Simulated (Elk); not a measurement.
Band structure of Mo3Si (Pm-3n, 8 atoms in the cell).

```
CELL_PARAMETERS angstrom
      4.93890     0.00000     0.00000
      0.00000     4.93890     0.00000
      0.00000     0.00000     4.93890
ATOMIC_POSITIONS crystal
  Si 0.50000 0.50000 0.50000
  Si 0.00000 0.00000 0.00000
  Mo 0.25000 0.00000 0.50000
  Mo 0.50000 0.25000 0.00000
  Mo 0.50000 0.75000 0.00000
  Mo 0.75000 0.00000 0.50000
  Mo 0.00000 0.50000 0.75000
  Mo 0.00000 0.50000 0.25000
```

Level of theory: PBE, all-electron FP-LAPW, Elk's shipped species files, APW+lo basis with extra local orbitals (Elk).

Settings: xctype = 20; rgkmax = 7.5; stype = 0; swidth = 0.00734986 Ha; ngridk = 5 5 5; gmaxvr = 14 1/bohr; nxlo = 2; lorbcnd = true; rmtscf = 0.84; lmaxi = 3.

The starting cell has typed, rounded lattice constants, without a prior relaxation at this level. Its lattice was rescaled by a random factor within 2.5 % of one. Spin polarisation is off. Values depend on the basis (sphere radii, cutoffs, local orbitals), which need not be converged.

Levels in eV from the Fermi level, bands 42 to 49:
```json
[
 {"point": "Γ", "42": "-2.09", "43": "-1.52", "44": "-1.52", "45": "1.18", "46": "1.18", "47": "1.18", "48": "1.87", "49": "2.25"},
 {"point": "X", "42": "-2.36", "43": "-1.69", "44": "-1.69", "45": "0.19", "46": "0.19", "47": "0.89", "48": "0.89", "49": "1.44"},
 {"point": "M", "42": "-1.18", "43": "-1.06", "44": "-0.89", "45": "-0.89", "46": "-0.80", "47": "-0.67", "48": "-0.47", "49": "-0.15"},
 {"point": "R", "42": "-1.69", "43": "-1.22", "44": "-1.22", "45": "-1.22", "46": "-1.22", "47": "-1.22", "48": "-1.22", "49": "1.20"}
]
```

Bands cross the Fermi level along this path, so the cell is metallic at this level.
